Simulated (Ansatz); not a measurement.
## FeS2, pressure series

Consider FeS2 (space group Pa-3, No. 205; a = 5.4035 Å; non-magnetic).

Cell and atoms are relaxed at each pressure.

Level of theory: PBE in Ansatz (plane waves to 420 eV, PAW, no spin-orbit coupling), earlier PAW set.

Two rows of this table had their results exchanged by mistake.

| pressure | volume per atom (Å³) | shortest distance (Å) | band gap |
|---|---|---|---|
| pressure −2 GPa | 13.32 | 2.204 | 0.40 eV |
| pressure −1 GPa | 13.23 | 2.201 | 0.40 eV |
| pressure 0.3 GPa | 13.12 | 2.196 | 0.39 eV |
| pressure 0.7 GPa | 13.09 | 2.195 | 0.38 eV |
| pressure 1.5 GPa | 12.76 | 2.181 | 0.35 eV |
| pressure 3 GPa | 12.91 | 2.187 | 0.37 eV |
| pressure 5 GPa | 13.02 | 2.192 | 0.38 eV |
| pressure 7.5 GPa | 12.59 | 2.173 | 0.34 eV |
| pressure 10 GPa | 12.43 | 2.166 | 0.32 eV |

Question: Which two?

Answer: The rows for pressure 1.5 GPa and pressure 5 GPa: the volume has to fall steadily with pressure, so 13.02 Å³ belongs to pressure 1.5 GPa and 12.76 Å³ to pressure 5 GPa.

Load acts through the strain it causes; cell and atoms are relaxed under it. No phonon test of stability was made. Competing high-pressure phases were not computed. Starting moments died away, wholly or in part, for the base; another magnetic solution may exist. All final runs are without spin polarisation.

Ansatz is a quantum-chemistry and plane-wave program.
